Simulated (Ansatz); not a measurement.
Pressure series in hypothetical P-3m1 Ba3P2

The parent structure is Ba3P2 (space group P-3m1, No. 164; a hypothetical phase, not in the database extracts checked).

```
Ba3P2
1.0
    5.19238     0.00000     0.00000
   -2.59619     4.49673     0.00000
    0.00000     0.00000     8.05751
P Ba
2 3
Direct
  0.33333   0.66667   0.22873
  0.66667   0.33333   0.77127
  0.00000   0.00000   0.00000
  0.33333   0.66667   0.65696
  0.66667   0.33333   0.34304
```

Cell and atoms are relaxed at each pressure.

The values are results of PBE/PAW in Ansatz (a first-principles code), spin-orbit coupling left out, not measurements.

Question: Only one of these keeps a band gap. Which?
A. pressure 0.9 GPa
B. pressure 22.5 GPa
C. pressure 15 GPa
D. pressure 9 GPa

Answer: A, pressure 0.9 GPa. Computed: pressure 22.5 GPa: zero; pressure 15 GPa: zero; pressure 0.9 GPa: 0.34 eV; pressure 9 GPa: zero

The mesh was chosen for an insulator and is coarse for the gapless case. From pressure 0.9 GPa on, the axis ratios lie over 15 % from the base's, so the cell there is far from its starting form. Load acts through the strain it causes; cell and atoms are relaxed under it. Whether these cells are dynamically stable was not tested. No other phases were tried under pressure. All final runs are without spin polarisation. Along this pressure series the structure jumps between 0 GPa and pressure 0.9 GPa; cells beyond that are another form of it. A zero or small gap of Ba3P2 under pressure 22.5 GPa, Ba3P2 under pressure 15 GPa and Ba3P2 under pressure 9 GPa can be the functional's error rather than a property of the material.
